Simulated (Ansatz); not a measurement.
What uniaxial strain ε_zz = +0.50 % does to Cs

Consider Cs in the bcc (W type) structure (space group Im-3m, No. 229; a = 6.007 Å; relaxed with 0.1 eV smearing). Axes: x, y, z lie along the cube axes.

One thing is altered: uniaxial strain ε_zz = +0.50 %, all other strain components held at zero; the atoms relax in the strained cell.

The values are results of PBEsol/PAW in Ansatz (a first-principles code), spin-orbit coupling left out, not measurements. Settings: 16×16×16 k-points, 0.1 eV Fermi–Dirac smearing.

- Volume per atom = 108.93 Å³ (base 108.39 Å³)
- Space group = I4/mmm (No. 139) (base Im-3m (No. 229))
- Energy relative to the base (free energy F) = 0.0 meV/atom
- Pressure (mean of the normal stresses, compression positive) = 0.0 GPa (base 0.0 GPa)
- Band gap = zero (base zero)
- Stress (xx, yy, zz, yz, xz, xy; compression positive) = (0.0, 0.0, 0.0, 0.0, 0.0, 0.0) GPa

Cost of the whole job for the changed cell (relaxation, final SCF and bands): about 40 core-seconds (a rough figure).

Stability against distortions was not tested. All final runs are without spin polarisation.
